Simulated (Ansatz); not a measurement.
**Response to strain in Pd**

Take Pd in the fcc (Cu type) structure (space group Fm-3m, No. 225; relaxed with 0.1 eV smearing) as the base.

```yaml
crystal:
  lattice:
    - [0.00000, 1.92070, 1.92070]
    - [1.92070, 0.00000, 1.92070]
    - [1.92070, 1.92070, 0.00000]
  atoms:
    - { symbol: Pd, position: [0.00000, 0.00000, 0.00000] }
```

Cartesian axes are those of the cell as printed.

Strains are applied to the cell and any free atomic positions relax; under biaxial strain the out-of-plane vector relaxes too.

The values are results of LDA, PAW, 420 eV (Ansatz, an electronic-structure program; without spin-orbit coupling), not measurements.

Notes on the quantities. energy relative to the base: free energy F; pressure: mean of the normal stresses, compression positive.

| variant | energy relative to the base | pressure | volume per atom |
|---|---|---|---|
| base | 0 meV/atom | 0.0 GPa | 14.17 Å³ |
| biaxial strain −2.50 %, plane normal [111], relaxed out of plane | ___ | ___ | ___ |
| biaxial strain −1.67 %, plane normal [111], relaxed out of plane | +9.5 meV/atom | 4.5 GPa | 13.92 Å³ |
| biaxial strain −1.25 %, plane normal [111], relaxed out of plane | +5.2 meV/atom | 3.2 GPa | 13.98 Å³ |
| biaxial strain −0.42 %, plane normal [111], relaxed out of plane | +0.6 meV/atom | 1.0 GPa | 14.11 Å³ |
| biaxial strain +0.42 %, plane normal [111], relaxed out of plane | +0.5 meV/atom | -1.0 GPa | 14.23 Å³ |
| biaxial strain +0.83 %, plane normal [111], relaxed out of plane | +2.1 meV/atom | -1.9 GPa | 14.30 Å³ |
| biaxial strain +1.25 %, plane normal [111], relaxed out of plane | +4.7 meV/atom | -2.8 GPa | 14.36 Å³ |
| biaxial strain +2.08 %, plane normal [111], relaxed out of plane | +13 meV/atom | -4.3 GPa | 14.49 Å³ |
| biaxial strain +2.50 %, plane normal [111], relaxed out of plane | +18 meV/atom | -5.1 GPa | 14.55 Å³ |

**Question.** Complete the table.

**Answer.** 
- biaxial strain −2.50 %, plane normal [111], relaxed out of plane, energy relative to the base: +22 meV/atom
- biaxial strain −2.50 %, plane normal [111], relaxed out of plane, pressure: 7.1 GPa
- biaxial strain −2.50 %, plane normal [111], relaxed out of plane, volume per atom: 13.80 Å³

Stability against distortions was not tested. The final runs are not spin-polarised. Pd lies near a magnetic instability that expansion can trigger; it was not tested.
